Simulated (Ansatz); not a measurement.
Hypothetical diamond Ca: pressure 5 GPa

Consider Ca in the diamond structure (space group Fd-3m, No. 227; a = 8.433 Å; a hypothetical phase, not in the database extracts checked).

The change: cell and atoms relaxed at a pressure of 5 GPa.

All numbers come from PBEsol (Ansatz, a first-principles code; PAW; 420 eV plane waves; scalar-relativistic without spin-orbit coupling). k-mesh 10×10×10 (Γ-centred); smearing 0.05 eV (Fermi–Dirac).

The volume per atom drops by 45.63 Å³, from 74.96 Å³ to 29.33 Å³ and the density rises by 1.38 g/cm³, from 0.89 g/cm³ to 2.27 g/cm³. The lattice parameter a decreases by 4.280 bohr, from 15.935 bohr to 11.655 bohr and the shortest interatomic distance shrinks by 1.853 bohr, from 6.900 bohr to 5.047 bohr. The enthalpy H = E + PV relative to the base's energy amounts to +1.55 eV/atom and the band gap stays zero.

Final structure:

```yaml
crystal:
  lattice:
    - [0.00000, 3.08384, 3.08384]
    - [3.08384, 0.00000, 3.08384]
    - [3.08384, 3.08384, 0.00000]
  atoms:
    - { symbol: Ca, position: [0.75000, 0.75000, 0.75000] }
    - { symbol: Ca, position: [0.50000, 0.50000, 0.50000] }
```

Load acts through the strain it causes; cell and atoms are relaxed under it. Whether these cells are dynamically stable was not tested. No other phases were tried under pressure.
